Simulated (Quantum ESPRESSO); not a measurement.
# A series of runs on AlPt (P2_13, 8 atoms in the cell)

```cif
data_Al4Pt4
_chemical_formula_sum 'Al4 Pt4'
_space_group_name_H-M_alt 'P213'
_space_group_IT_number 198
_space_group_name_Hall 'P 2ac 2ab 3'
_cell_length_a 4.87893
_cell_length_b 4.87893
_cell_length_c 4.87893
_cell_angle_alpha 90.000
_cell_angle_beta 90.000
_cell_angle_gamma 90.000
loop_
_atom_site_label
_atom_site_type_symbol
_atom_site_symmetry_multiplicity
_atom_site_Wyckoff_symbol
_atom_site_fract_x
_atom_site_fract_y
_atom_site_fract_z
_atom_site_occupancy
Al1 Al 4 a 0.84403 0.84403 0.84403 1
Pt1 Pt 4 a 0.15506 0.15506 0.15506 1
```

Base run A: LDA (PW92), PseudoDojo standard norm-conserving (LDA) pseudopotentials (Quantum ESPRESSO 7.5), self-consistent single point.

Its settings: ecutwfc = 85 Ry; occupations = smearing; smearing = methfessel-paxton; degauss = 0.019992 Ry; potentials = {Al: Al.upf, Pt: Pt.upf}; K_POINTS = automatic 5 5 5 0 0 0; conv_thr = 1e-10 Ry; mixing_beta = 0.4.

The starting cell comes from a database of computed structures (which also holds hypothetical and non-ambient phases and stackings), without a prior relaxation at this level. Spin polarisation is off. In the base run, with a pressure of about -6 GPa the cell is away from its equilibrium volume at this level.

ΔF is the free energy per atom less that of run A. 

```json
[
 {"run": "A", "degauss, K_POINTS": "0.019992 Ry, automatic 5 5 5 0 0 0", "ΔF (meV/atom)": "0.00", "pressure (GPa)": "-6.00", "largest force (eV/Å)": "0.030", "TS (meV/atom)": "-0.3", "k-points": "11"},
 {"run": "B", "degauss, K_POINTS": "0.002205 Ry, automatic 3 3 3 0 0 0", "ΔF (meV/atom)": "6.1", "pressure (GPa)": "-6.20", "largest force (eV/Å)": "0.102", "TS (meV/atom)": "0.1", "k-points": "4"},
 {"run": "C", "degauss, K_POINTS": "0.0073499 Ry, automatic 3 3 3 0 0 0", "ΔF (meV/atom)": "6.0", "pressure (GPa)": "-6.20", "largest force (eV/Å)": "0.103", "TS (meV/atom)": "0.1", "k-points": "4"},
 {"run": "D", "degauss, K_POINTS": "0.02205 Ry, automatic 3 3 3 0 0 0", "ΔF (meV/atom)": "6.5", "pressure (GPa)": "-6.18", "largest force (eV/Å)": "0.102", "TS (meV/atom)": "0.3", "k-points": "4"},
 {"run": "E", "degauss, K_POINTS": "0.002205 Ry, automatic 4 4 4 0 0 0", "ΔF (meV/atom)": "-6.0", "pressure (GPa)": "-5.93", "largest force (eV/Å)": "0.014", "TS (meV/atom)": "0.1", "k-points": "11"},
 {"run": "F", "degauss, K_POINTS": "0.0073499 Ry, automatic 4 4 4 0 0 0", "ΔF (meV/atom)": "-6.3", "pressure (GPa)": "-5.92", "largest force (eV/Å)": "0.013", "TS (meV/atom)": "0.4", "k-points": "11"},
 {"run": "G", "degauss, K_POINTS": "0.02205 Ry, automatic 4 4 4 0 0 0", "ΔF (meV/atom)": "-6.9", "pressure (GPa)": "-5.99", "largest force (eV/Å)": "0.022", "TS (meV/atom)": "-0.9", "k-points": "11"},
 {"run": "H", "degauss, K_POINTS": "0.002205 Ry, automatic 5 5 5 0 0 0", "ΔF (meV/atom)": "-0.30", "pressure (GPa)": "-6.04", "largest force (eV/Å)": "0.030", "TS (meV/atom)": "0.1", "k-points": "11"},
 {"run": "I", "degauss, K_POINTS": "0.0073499 Ry, automatic 5 5 5 0 0 0", "ΔF (meV/atom)": "-0.41", "pressure (GPa)": "-6.04", "largest force (eV/Å)": "0.029", "TS (meV/atom)": "0.0", "k-points": "11"},
 {"run": "J", "degauss, K_POINTS": "0.02205 Ry, automatic 5 5 5 0 0 0", "ΔF (meV/atom)": "0.03", "pressure (GPa)": "-6.00", "largest force (eV/Å)": "0.029", "TS (meV/atom)": "-0.3", "k-points": "11"},
 {"run": "K", "degauss, K_POINTS": "0.002205 Ry, automatic 6 6 6 0 0 0", "ΔF (meV/atom)": "0.06", "pressure (GPa)": "-6.05", "largest force (eV/Å)": "0.026", "TS (meV/atom)": "0.1", "k-points": "24"},
 {"run": "L", "degauss, K_POINTS": "0.0073499 Ry, automatic 6 6 6 0 0 0", "ΔF (meV/atom)": "-0.20", "pressure (GPa)": "-6.04", "largest force (eV/Å)": "0.031", "TS (meV/atom)": "0.3", "k-points": "24"},
 {"run": "M", "degauss, K_POINTS": "0.02205 Ry, automatic 6 6 6 0 0 0", "ΔF (meV/atom)": "-0.03", "pressure (GPa)": "-6.04", "largest force (eV/Å)": "0.032", "TS (meV/atom)": "-1.3", "k-points": "24"}
]
```

Run C against A: The free energy goes up by 6.0 meV/atom, the pressure goes from -6.00 to -6.20 GPa and the largest force goes from 0.030 to 0.103 eV/Å.

Run G against A: The free energy falls by 6.9 meV/atom, the pressure hardly changes (-6.00 to -5.99 GPa) and the largest force goes from 0.030 to 0.022 eV/Å.
